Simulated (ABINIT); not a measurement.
Worked example: self-consistent single point of CaS (Fm-3m, 2 atoms in the cell) in ABINIT.

Computed with PBE, PAW (JTH v2.0 PBE PAW) (plane waves; ABINIT 10.0.3).

The change in words: lattice scaled by 0.98. Reference geometry:
```
CELL_PARAMETERS angstrom
      0.00000     2.89773     2.89773
      2.89773     0.00000     2.89773
      2.89773     2.89773     0.00000
ATOMIC_POSITIONS crystal
  Ca 0.00000 0.00000 0.00000
  S  0.50000 0.50000 0.50000
```

Reference input (self-consistent single point, DFT, PBE, plane waves, PAW (JTH v2.0 PBE PAW)): pseudos = [Ca.GGA_PBE-JTH.xml, S.GGA_PBE-JTH.xml]; ecut = 42 Ry; pawecutdg = 84 Ry; occopt = 1; ngkpt = 7 7 7; nshiftk = 1; shiftk = 0 0 0; potentials = JTH v2.0 PBE PAW; nband = 12; kptopt = 1; nstep = 50; tolvrs = 1e-12. This run's input differs from it in these lines:

```diff
@@ -3,7 +3,7 @@
 pseudos "Ca.GGA_PBE-JTH.xml, S.GGA_PBE-JTH.xml"
-acell 4.0980062377 4.0980062377 4.0980062377 Angstrom
+acell 4.0160454907 4.0160454907 4.0160454907 Angstrom
 rprim
-        -0.0000000000    0.7071067812    0.7071067812
+         0.0000000000    0.7071067812    0.7071067812
          0.7071067812   -0.0000000000    0.7071067812
-         0.7071067812    0.7071067812    0.0000000000
+         0.7071067812    0.7071067812   -0.0000000000
 natom 2
```

The program printed (abridged):

```
--- !BeginCycle
solver: {iscf: 17, nstep: 50, nline: 4, wfoptalg: 10, }
tolerances: {tolvrs: 1.00E-12, }
...

     iter   Etot(hartree)      deltaE(h)  residm     nres2
 ETOT  1  -47.483308313222    -4.748E+01 1.164E-01 2.757E+00
 ETOT  2  -47.527269036505    -4.396E-02 3.273E-02 3.865E-01
 ETOT  3  -47.527454185731    -1.851E-04 3.036E-03 7.232E-02
 ETOT  4  -47.527716630070    -2.624E-04 4.247E-03 3.908E-03
 ETOT  5  -47.527744116601    -2.749E-05 1.638E-03 1.532E-04
   [... 2 lines left out ...]
 ETOT  8  -47.527746184261     1.040E-09 4.583E-04 1.004E-08
 ETOT  9  -47.527746184280    -1.887E-11 3.674E-04 5.598E-10
 ETOT 10  -47.527746184268     1.152E-11 5.207E-04 9.911E-12
 ETOT 11  -47.527746184267     1.528E-12 3.690E-04 1.239E-13
 At SCF step   11       nres2   =  1.24E-13 < tolvrs=  1.00E-12 =>converged.

 Cartesian components of stress tensor (hartree/bohr^3)
  sigma(1 1)= -3.32710328E-05  sigma(3 2)=  0.00000000E+00
  sigma(2 2)= -3.32710328E-05  sigma(3 1)=  0.00000000E+00
  sigma(3 3)= -3.32710328E-05  sigma(2 1)=  0.00000000E+00

 ----iterations are completed or convergence reached----

 reduced coordinates (array xred) for    2 atoms
       0.000000000000      0.000000000000      0.000000000000
       0.500000000000      0.500000000000      0.500000000000
 cartesian forces (eV/Angstrom) at end:
    1     -0.00000000000000    -0.00000000000000    -0.00000000000000
    2     -0.00000000000000    -0.00000000000000    -0.00000000000000
 frms,max,avg= 0.0000000E+00 0.0000000E+00   0.000E+00  0.000E+00  0.000E+00 e/A
   [... lines left out ...]
 Fermi (or HOMO) energy (eV) =   4.40856   Average Vxc (eV)=  -9.40751
   [... lines left out ...]
local_psp           : -3.46072141644809E+01
total_energy        : -4.75277458643401E+01
total_energy_eV     : -1.29329573671509E+03
...

-Cartesian components of stress tensor (GPa)         [Pressure=  9.7887E-01 GPa]
- sigma(1 1)= -9.78867414E-01  sigma(3 2)=  0.00000000E+00
- sigma(2 2)= -9.78867414E-01  sigma(3 1)=  0.00000000E+00
- sigma(3 3)= -9.78867414E-01  sigma(2 1)=  0.00000000E+00

 Calculation completed.
```

The run converged in 11 iterations. 

The starting cell comes from a database of computed structures (which also holds hypothetical and non-ambient phases and stackings), without a prior relaxation at this level. Its lattice was rescaled by a random factor within 2.5 % of one. For this run, on top of that: lattice scaled by 0.98.

These are the values that this program gave, and no reference: the one-centre exchange-correlation terms come from a truncated expansion.
